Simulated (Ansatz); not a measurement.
The starting structures come from a database of crystals and need not be the phases stable at ambient conditions.

By PBEsol, the system below comes out a metal.

Without scattering a metal conducts by its projected Fermi surface.

Input:

```yaml
crystal:
  lattice:
    - [4.13353, 0.00000, 0.00000]
    - [-2.06677, 3.57975, 0.00000]
    - [2.06677, 1.19325, 1.68751]
  atoms:
    - { symbol: Al, position: [0.00000, 0.00000, 0.00000] }
    - { symbol: Ru, position: [0.00000, 0.50000, 0.50000] }
```

The cell is strained (all lengths scaled by 0.98); by PBEsol it stands under a pressure of 13.4 GPa.

The current flows along the normal of the first two printed cell vectors, the (111) plane of the conventional cell. No spin-orbit coupling; the value is a mean over 0.1 eV about the Fermi level.

Task: Compute, with PBEsol run with Ansatz (a first-principles code), the ballistic conductance per area.

Result: 1.5 × 10¹⁵ S/m² for both spins.
